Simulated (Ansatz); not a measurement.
The starting structures come from a database of crystals and need not be the phases stable at ambient conditions.

Inside the gap of an insulator the Bloch states are evanescent, with a wavenumber k + iκ along the transport direction.

Data:

```xyz
18
Lattice="6.1854 0.0000 0.0000 0.0000 6.8798 0.0000 0.0000 -1.5847 7.8882" Properties=species:S:1:pos:R:3 pbc="T T T"
K      4.6390     3.0962     2.0020
K      1.5463     2.1989     5.8861
Zn     4.6390     5.6465     5.2212
Zn     1.5463    -0.3514     2.6670
B      4.6390    -0.0730     7.0859
B      1.5463     5.3681     0.8022
H      4.6390     1.1319     7.0812
H      1.5463     4.1632     0.8070
H      5.6943    -0.4018     6.4896
H      0.4911     5.6969     1.3986
H      2.6016     5.6969     1.3986
H      3.5838    -0.4018     6.4896
H      4.6390     0.9165     0.2564
H      1.5463     4.3786     7.6318
Cl     4.6390    -0.3708     3.1434
Cl     1.5463     5.6659     4.7447
Cl     4.6390     3.4042     5.2393
Cl     1.5463     1.8909     2.6488
```

Space group of this cell: P2_1/m. The cell is taken as given; by r2SCAN its mean pressure is -1.2 GPa.

Transport runs along the normal of the first two printed cell vectors.

No gap correction and no spin-orbit coupling; mid-gap values are interpolated between computed energies.

Problem. State the band gap and the smallest decay constant κ at mid-gap according to r2SCAN (Ansatz, a quantum-chemistry and plane-wave program).

Solution. Gap 5.51 eV on a 6×6×4 mesh; κ = 0.424 1/Å, at the zone centre.
